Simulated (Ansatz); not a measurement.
The reference is Cl (space group Fmmm, No. 69; a = 3.604 Å, b = 3.742 Å, c = 13.916 Å; a hypothetical phase, not in the database extracts checked).

Calculations: DFT with r2SCAN+rVV10, PAW potentials and a 500 eV plane-wave cutoff in Ansatz (a first-principles code), without spin-orbit coupling.

One change was made to it. Results:

```tsv
quantity	base	after
shortest interatomic distance	2.598 Å	2.287 Å
density	2.51 g/cm³	4.65 g/cm³
band gap	zero	zero
```

Problem. Name the change that was made.
A. pressure 75 GPa
B. pressure 30 GPa
C. pressure 15 GPa

Solution. A, pressure 75 GPa. For comparison, the shortest interatomic distance in the other runs: pressure 30 GPa gives 2.405 Å; pressure 15 GPa gives 2.474 Å.

From pressure 75 GPa on, the axis ratios lie over 15 % from the base's, so the cell there is far from its starting form. Load acts through the strain it causes; cell and atoms are relaxed under it. Whether these cells are dynamically stable was not tested. Competing high-pressure phases were not computed. The base started in Cmce and relaxed to Fmmm at this level.
